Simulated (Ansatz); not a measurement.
## Effect of isotropic strain +3.00 % on InAs

Consider InAs in the zinc blende structure (space group F-43m, No. 216; a = 6.1863 Å).

Modification: every lattice vector is stretched by 3.00 %, atoms relaxed at fixed cell.

The values are results of PBE (Ansatz, a first-principles code), no SOC, not measurements. Γ-centred 9×9×9 mesh, Fermi–Dirac width 0.05 eV.

```csv
quantity,base,changed,shift
volume per atom,29.59 Å³,32.34 Å³,+2.744 Å³
space group,F-43m (No. 216),F-43m (No. 216),–
energy relative to the base (free energy F),0 meV/atom,+32 meV/atom,+32 meV/atom
band gap,zero,zero,–
```

Cost of the whole job for the changed cell (relaxation, final SCF and bands): about 9 core-seconds (a rough figure).

No phonon test of stability was made. All final runs are without spin polarisation. A zero or small gap of InAs can be the functional's error rather than a property of the material.
